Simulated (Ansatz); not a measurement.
SnC (model structure, started from the zincblende type, F-43m, No. 216, 2 atoms in the cell) was calculated with PBE (Ansatz, a quantum-chemistry and plane-wave program, plane waves, PAW).

Numerical settings: plane-wave cutoff 520 eV, 12×12×12 k mesh, Fermi–Dirac smearing 0.01 eV, scalar-relativistic PAW data made under PBE.

Cell (relaxed at this level):

Space group F-43m (No. 216); a = b = c = 5.0872 Å, α = β = γ = 90.00°

```csv
atom,site,symmetry,x,y,z
C,4c,-43m,0.2500,0.2500,0.2500
Sn,4a,-43m,0.0000,0.0000,0.0000
```
(The calculation used a cell of 2 atoms; values per cell refer to that cell.)

Problem. What does this level give for the band gap and bulk modulus?

Solution. 
- band gap = 0.62 eV (on the SCF k mesh)
- bulk modulus = 123 GPa

Note: the bulk modulus is −V dP/dV from two relaxed cells at ±2 % in volume; the relaxation could raise the start's symmetry but not lower it, so the cell can be a saddle point.

Spin–orbit coupling is not included.

Static lattice: no zero-point or thermal effects.

Cost on a shared machine: roughly 17 core-seconds.

A model structure was made by putting elements into a prototype or built by hand; it is no filed structure, need not be a known phase, and can be a saddle point held by its symmetry.
